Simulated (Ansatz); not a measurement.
Band structure of YbZn (Pm-3m, 2 atoms in the cell).

```xyz
2
Lattice="3.6118 0.0000 0.0000 0.0000 3.6118 0.0000 0.0000 0.0000 3.6118" Properties=species:S:1:pos:R:3 pbc="T T T"
Yb     0.0000     0.0000     0.0000
Zn     1.8059     1.8059     1.8059
```

Level of theory: PBEsol, PAW files made with PBE (plane waves; Ansatz, a program for electronic structure).

Settings: kpoints.mp_grid.grid = 12 12 12; hamiltonian.xc = pbesol; hamiltonian.pseudopotentials = {kind: paw} (the program's default PAW files); scf.occupations.method = fermi_dirac; scf.occupations.width = 0.1 eV; kpoints.band_path.npoints = 8.

The starting cell comes from a database of computed structures (which also holds hypothetical and non-ambient phases and stackings), without a prior relaxation at this level. Spin-orbit coupling is off. Spin polarisation is off.

Levels in eV from the Fermi level, bands 15 to 21:
```csv
point,15,16,17,18,19,20,21
Γ,-0.52,-0.52,-0.48,1.03,1.03,4.81,4.81
X,-0.50,-0.48,-0.44,-0.44,1.63,2.38,2.38
M,-0.52,-0.45,-0.43,0.08,0.08,0.51,4.12
R,-0.51,-0.51,-0.46,-0.46,-0.46,0.28,5.17
```

Bands cross the Fermi level along this path, so the cell is metallic at this level.

Keys are those of Ansatz 0.2.
